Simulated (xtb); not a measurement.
xtb 6.7.1, GFN1-xTB: Cd(OH)2(dme) (C[O]1CC[O](C)->[Cd]<-1([OH])[OH]), 21 atoms. The geometry is a generated start, not checked to be a minimum at this level.

| Item | Value |
|---|---|
| run flags | --grad |
| method | GFN1-xTB |
| --acc | 1 (default) |
| --etemp (K) | 300 (default) |
| basis functions | 60 |
| valence electrons | 54 |

```xyz
21

Cd    -1.4414    -0.4230    -1.1030
O      0.0113    -0.1961    -2.4154
H     -0.3425    -0.1889    -3.3087
O     -3.2833     0.1412    -0.8308
H     -3.4551     0.1199     0.1131
C     -0.2110     2.4537    -0.2228
O     -0.4054     1.2544     0.5061
C      0.8159     0.6458     0.8815
C      0.4898    -0.6722     1.5878
O     -0.0403    -1.6618     0.7305
C      0.9451    -2.3514    -0.0283
H     -1.2039     2.8392    -0.4518
H      0.3336     2.2587    -1.1544
H      0.3423     3.1812     0.3838
H      1.3626     1.3051     1.5736
H      1.4329     0.4642    -0.0088
H     -0.2884    -0.4807     2.3335
H      1.3904    -1.0556     2.0865
H      1.3676    -1.7197    -0.8148
H      0.4376    -3.1994    -0.4876
H      1.7422    -2.7148     0.6300
```

Charge 0 and multiplicity 1 are set for this test and not shown to be the ground state.

One run each on 1 thread. Values of broydamp tried: 0.02, 0.05, 0.1, 0.2, 0.4 (default), 0.6, 0.8, 1.

Q: Which value of broydamp needs the fewest SCC iterations, and what happens away from it?

A: Fewest SCC iterations, within one of each other: 0.4 (default) with 10, 0.6 with 10, 0.8 with 11. The count rises to 18 at 0.02. All converge to one solution.

| broydamp | SCC iterations | end |
|---|---|---|
| 0.02 | 18 | same solution |
| 0.05 | 15 | same solution |
| 0.1 | 14 | same solution |
| 0.2 | 12 | same solution |
| 0.4 (default) | 10 | same solution |
| 0.6 | 10 | same solution |
| 0.8 | 11 | same solution |
| 1 | 12 | same solution |
